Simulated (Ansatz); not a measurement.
Results of LDA (Ansatz, a first-principles code, plane waves, PAW) for Bi₂Te₃ (model structure, started from the A-La2O3 type, P-3m1, No. 164, 5 atoms in the cell).

Run with plane-wave cutoff 520 eV, 12×12×4 k mesh (along the axes of the cell as run), Fermi–Dirac smearing 0.01 eV, scalar-relativistic PAW data made under PBE.

Cell (relaxed at this level):

```cif
data_Bi2Te3
_chemical_formula_sum 'Bi2 Te3'
_space_group_name_H-M_alt 'P 1'
_space_group_IT_number 1
_cell_length_a 4.31744
_cell_length_b 4.31744
_cell_length_c 10.38860
_cell_angle_alpha 90.000
_cell_angle_beta 90.000
_cell_angle_gamma 120.000
loop_
_space_group_symop_operation_xyz
  'x, y, z'
loop_
_atom_site_label
_atom_site_type_symbol
_atom_site_fract_x
_atom_site_fract_y
_atom_site_fract_z
_atom_site_occupancy
Bi1 Bi 0.33333 0.66667 0.19356 1
Bi2 Bi 0.66667 0.33333 0.80644 1
Te1 Te 0.00000 0.00000 0.00000 1
Te2 Te 0.33333 0.66667 0.64023 1
Te3 Te 0.66667 0.33333 0.35977 1
```

What does this level give for the band gap and bulk modulus B0?


- band gap = 0.36 eV (on the SCF k mesh)
- bulk modulus B0 = 33.0 GPa

Note: the bulk modulus is −V dP/dV from two relaxed cells at ±2 % in volume; the relaxation could raise the start's symmetry but not lower it, so the cell can be a saddle point.

Spin–orbit coupling is not included; with these elements it can move the gap by several tenths of an eV or more.

A model structure was made by putting elements into a prototype or built by hand; it is no filed structure, need not be a known phase, and can be a saddle point held by its symmetry.
